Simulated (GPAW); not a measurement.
Band structure of BaTiO3 (P4mm, 5 atoms in the cell).

```yaml
crystal:
  lattice:
    - [3.99000, 0.00000, 0.00000]
    - [0.00000, 3.99000, 0.00000]
    - [0.00000, 0.00000, 4.04000]
  atoms:
    - { symbol: Ba, position: [0.00000, 0.00000, 0.00000] }
    - { symbol: Ti, position: [0.50000, 0.50000, 0.51300] }
    - { symbol: O, position: [0.50000, 0.50000, 0.97700] }
    - { symbol: O, position: [0.00000, 0.50000, 0.48700] }
    - { symbol: O, position: [0.50000, 0.00000, 0.48700] }
```

Method: PBE, GPAW PAW datasets PBE (gpaw-data 1.0.1) (plane waves; GPAW).

Settings: mode = pw; ecut = 900 eV; xc = PBE; kpts = 7 7 7; mesh shift (steps) = 0 0 0; occupations.name = fermi-dirac; occupations.width = 0.05 eV; nbands = -8; convergence.density = 1e-05 e/electron; convergence.bands = -6; symmetry.symmorphic = false; symmetry.tolerance = 0.0005; maxiter = 120; bandpath_npoints = 40.

The starting cell has typed, rounded lattice constants, without a prior relaxation at this level.

**Question.** Predict the gap along the standard path and the places of the band edges.

**Answer.** The gap along the path is 1.82 eV, from A to Γ; the smallest direct gap on it is 2.14 eV.

Levels in eV from the top of the valence band on the SCF mesh, bands 17 to 24:
| point | 17 | 18 | 19 | 20 | 21 | 22 | 23 | 24 |
|---|---|---|---|---|---|---|---|---|
| Γ | -1.07 | -0.27 | -0.22 | -0.22 | 1.92 | 2.16 | 2.16 | 4.14 |
| X | -1.76 | -1.61 | -0.90 | -0.79 | 2.29 | 3.65 | 3.69 | 4.19 |
| M | -1.70 | -0.88 | -0.88 | 0.03 | 3.71 | 3.71 | 4.10 | 4.79 |
| Z | -1.85 | -1.85 | -0.61 | -0.61 | 2.07 | 3.66 | 3.66 | 4.14 |
| R | -1.64 | -0.84 | -0.82 | -0.11 | 3.67 | 3.67 | 4.05 | 4.98 |
| A | -2.36 | -0.03 | -0.03 | 0.10 | 4.30 | 4.30 | 4.33 | 6.64 |
